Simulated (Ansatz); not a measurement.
Base system: WC (space group P-6m2, No. 187; a = 2.899 Å, c = 2.827 Å; relaxed with 0.1 eV smearing). Axes: x lies along a and z along c of the hexagonal cell.

The values are results of PBEsol (Ansatz, a program for electronic structure; PAW; 420 eV plane waves; without spin-orbit coupling), not measurements.

Base values:

| Item | Value |
|---|---|
| Shortest interatomic distance | 2.191 Å |

Modification: the cell is stretched by 2.00 % along z with no lateral relaxation; the atoms relax in the strained cell.

Question: What happens to the energy relative to the base?

Answer: The energy goes up by 12 meV/atom.

Question: Predict the new stress.

Answer: The stress (xx, yy, zz, yz, xz, xy; compression positive) is (-3.5, -3.5, -18.5, 0.0, 0.0, 0.0) GPa.

Question: What happens to the shortest interatomic distance?

Answer: The shortest interatomic distance goes up by 0.018 Å, from 2.191 Å to 2.209 Å.

Whether these cells are dynamically stable was not tested. All final runs are without spin polarisation.
